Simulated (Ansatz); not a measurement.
## The (0001) surface of hcp Co, ferromagnetic, (√3x√3)R30°, one Co site of the top plane empty (bottom of the slab: a bare face, its two planes held)

All values below come from PBE (plane waves to 420 eV, PAW; Ansatz, a quantum-chemistry and plane-wave program).

Slab: 17 atoms, 10.1 Å thick at the start with caps and adatoms (thin: gaps and levels are the slab's own); k 10x10x1, smearing 0.1 eV, dipole-corrected; 6 atoms held, the rest relaxed; held to the start's symmetry, so lower structures may exist; spin-polarised, ending with about 28.6 μB a cell; orders that need a larger cell were not tried, no spin-orbit, no U. In PBE it lies 0.10 eV a 1x1 cell over the lowest computed structure of the same composition (one row in 3 of the top plane missing).

The work function of the top face is 4.20 eV. The energy released by relaxation comes out as 0.13 eV. The magnetic moment of the cell comes out as 28.59 μB and the cost is about 16 core-minutes (a rough figure).
